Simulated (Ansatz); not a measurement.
# Corundum Ga2O3 (metastable phase)

All values below come from HSE06 (PAW; Ansatz, a first-principles code).

Numerical settings: plane-wave cutoff 460 eV, 6×6×6 k mesh, Fermi–Dirac smearing 0.01 eV, scalar-relativistic PAW data made under PBE.

Cell (relaxed at this level):

Ga2O3 is taken in the trigonal space group R-3c, hexagonal axes (No. 167), the corundum structure, Pearson symbol hR10. Lattice parameters: a = b = 4.9810 Å, c = 13.4433 Å, α = β = 90.00°, γ = 120.00°. Ga on 12c has 3 O at 1.925 Å and 3 O at 2.072 Å. O on 18e has 2 Ga at 1.925 Å and 2 Ga at 2.072 Å. (Neighbours: up to the widest gap in distance over summed covalent radii, below 1.35, at either atom; cation-cation and far metal-metal contacts left out.)
(The calculation used a cell of 10 atoms; values per cell refer to that cell.)

```json
{
  "band_gap": "4.64 eV (on the SCF k mesh) (indirect)",
  "smallest_direct_gap_on_the_k_points_sampled": "4.89 eV"
}
```

Spin–orbit coupling is not included.

Computed values are for the static lattice.
